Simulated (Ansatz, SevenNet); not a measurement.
**How the lattice parameter c of Ge3N4 (P6₃/m, No. 176; cell taken from a computed entry) moves with the method**

No measured value is used here.

```
level (code)          value (Å)
-------------------  ----------
SevenNet-0                3.117
SevenNet-l3i5             3.113
LDA (Ansatz)         (withheld)
PBE (Ansatz)              3.114
PBEsol (Ansatz)      (withheld)
PBE-D3(BJ) (Ansatz)       3.098
PBE-D4 (Ansatz)           3.095
```

### Question
Complete the blanks.

### Answer

- LDA (Ansatz, an electronic-structure program), value (Å): 3.060
- PBEsol (Ansatz), value (Å): 3.085

SevenNet-0, SevenNet-l3i5, LDA, PBE, PBEsol, PBE-D3(BJ), PBE-D4: the relaxation could not lower the start's symmetry, so the cell can be a saddle point above a distorted one. Ansatz's density-functional and Hartree–Fock values are scalar-relativistic unless marked +SOC, with PAW data made under PBE.

Machine-learned potentials (SevenNet-0, SevenNet-l3i5) are trained on DFT data: a solid inside that data is no test of them.
